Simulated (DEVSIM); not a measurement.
Device: abrupt Si p-n junction, at 300 K.

```csv
layer (left to right),material,thickness (μm),Nd (cm⁻³),Na (cm⁻³),τn (s),τp (s)
1,Si,3.60,-,1.5e16,1.8e-7,1.8e-7
2,Si,8.20,1.5e15,-,1.8e-7,1.8e-7
```

Left contact: ohmic. Right contact: ohmic. Voltage is applied to the left contact. Recombination: SRH at mid-gap, radiative. Mobility is μmin + (μ − μmin)/(1 + (N/Nref)^α).

The device is made up for the run: typed textbook-type constants, with dimensions and the other settings drawn at random. Values at 300 K.

```csv
parameter,Si
gap (eV),1.124
affinity (eV),4.05
permittivity,11.7
Nc (cm⁻³),2.86e19
Nv (cm⁻³),3.1e19
μn (cm²/Vs),1417
μp (cm²/Vs),470
"μn,min",52
"μp,min",45
"Nref,n",9.7e16
"Nref,p",2.2e17
αn,0.68
αp,0.72
B (cm³/s),4.7e-15
```

Simulated with DEVSIM: 1D drift-diffusion, Boltzmann statistics, complete ionisation; no tunnelling, impact ionisation, image-force lowering or self-heating.

**Question.** Tabulate band edges, carrier densities and field at 0.9 V on the left contact.

**Answer.** Energies count from the Fermi level of the right contact; mesh points crowd at the junctions.

| x (μm) | Ec (eV) | Ev (eV) | n (cm⁻³) | p (cm⁻³) | field (V/cm) |
|---|---|---|---|---|---|
| 0.000 | 0.027 | -1.097 | 7700 | 1.5e16 | 220 |
| 0.03012 | 0.027 | -1.097 | 1.6e14 | 1.5e16 | 220 |
| 0.1025 | 0.029 | -1.095 | 5.4e14 | 1.6e16 | 210 |
| 0.2595 | 0.032 | -1.092 | 1.3e15 | 1.6e16 | 200 |
| 0.8520 | 0.042 | -1.082 | 3.6e15 | 1.9e16 | 160 |
| 1.872 | 0.056 | -1.068 | 6.4e15 | 2.1e16 | 120 |
| 2.841 | 0.068 | -1.056 | 8.5e15 | 2.4e16 | 110 |
| 3.371 | 0.073 | -1.051 | 9.5e15 | 2.5e16 | 100 |
| 3.511 | 0.074 | -1.050 | 9.8e15 | 2.5e16 | 47 |
| 3.576 | 0.073 | -1.051 | 1.1e16 | 2.3e16 | -880 |
| 3.602 | 0.068 | -1.056 | 1.3e16 | 1.9e16 | -2600 |
| 3.654 | 0.063 | -1.061 | 1.6e16 | 1.5e16 | -180 |
| 3.760 | 0.064 | -1.060 | 1.6e16 | 1.5e16 | 94 |
| 3.989 | 0.066 | -1.058 | 1.6e16 | 1.4e16 | 99 |
| 4.813 | 0.074 | -1.050 | 1.5e16 | 1.3e16 | 110 |
| 6.476 | 0.094 | -1.030 | 1.2e16 | 1.1e16 | 130 |
| 9.185 | 0.139 | -0.985 | 7.7e15 | 6.2e15 | 220 |
| 10.70 | 0.181 | -0.943 | 4.8e15 | 3.3e15 | 370 |
| 11.45 | 0.218 | -0.906 | 2.8e15 | 1.4e15 | 720 |
| 11.66 | 0.237 | -0.887 | 2.1e15 | 7.2e14 | 1100 |
| 11.75 | 0.248 | -0.876 | 1.7e15 | 2.9e14 | 1300 |
| 11.80 | 0.255 | -0.869 | 1.5e15 | 77000 | 1400 |
